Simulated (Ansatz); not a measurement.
The starting structures come from a database of crystals and need not be the phases stable at ambient conditions.

The decay constant κ of evanescent states in the gap governs leakage through a thin film.

Input:

```yaml
crystal:
  lattice:
    - [6.34455, 0.00000, 0.03225]
    - [0.00000, 7.42826, 0.00000]
    - [1.94576, 0.00000, 5.88345]
  atoms:
    - { symbol: Hf, position: [0.50000, 0.33661, 0.75000] }
    - { symbol: Hf, position: [0.50000, 0.66339, 0.25000] }
    - { symbol: Cl, position: [0.72700, 0.60794, 0.50428] }
    - { symbol: Cl, position: [0.27300, 0.39206, 0.49572] }
    - { symbol: Cl, position: [0.27300, 0.60794, 0.99572] }
    - { symbol: Cl, position: [0.72700, 0.39206, 0.00428] }
    - { symbol: Cl, position: [0.75449, 0.86238, 0.02002] }
    - { symbol: Cl, position: [0.24551, 0.13762, 0.97998] }
    - { symbol: Cl, position: [0.24551, 0.86238, 0.47998] }
    - { symbol: Cl, position: [0.75449, 0.13762, 0.52002] }
```

Space group of this cell: P2/c. The cell was relaxed by PBE-D3(BJ); by PBEsol its mean pressure is -0.9 GPa.

Transport runs along the normal of the first two printed cell vectors.

The gap is the functional's own, uncorrected, and κ follows it; spin-orbit coupling is left out. Mid-gap values are interpolated between the computed energies.

**Question.** Estimate the band gap and the smallest decay constant κ at mid-gap that PBEsol in Ansatz (a program for electronic structure) returns for this system.

**Answer.** Gap 3.89 eV on a 6×4×6 mesh; κ = 0.368 1/Å, at the zone centre.
